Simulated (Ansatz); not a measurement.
# TaP: pressure series

The reference is TaP (space group I4_1md, No. 109; a = 3.3100 Å, c = 11.2725 Å; a cell from a computed database, its experimental status unchecked).

Cell and atoms are relaxed at each pressure.

Calculations: Ansatz (a program for electronic structure) PBEsol, no spin-orbit coupling.

Notes on the quantities. enthalpy: H = E + PV relative to the base's energy.

```tsv
change	enthalpy	density	shortest interatomic distance
base	–	11.40 g/cm³	2.509 Å
pressure 0.3 GPa	+0.03 eV/atom	11.41 g/cm³	2.508 Å
pressure 0.7 GPa	+0.07 eV/atom	11.43 g/cm³	2.506 Å
pressure 1.5 GPa	+0.14 eV/atom	11.48 g/cm³	2.503 Å
```

Load acts through the strain it causes; cell and atoms are relaxed under it. Whether these cells are dynamically stable was not tested. All final runs are without spin polarisation.
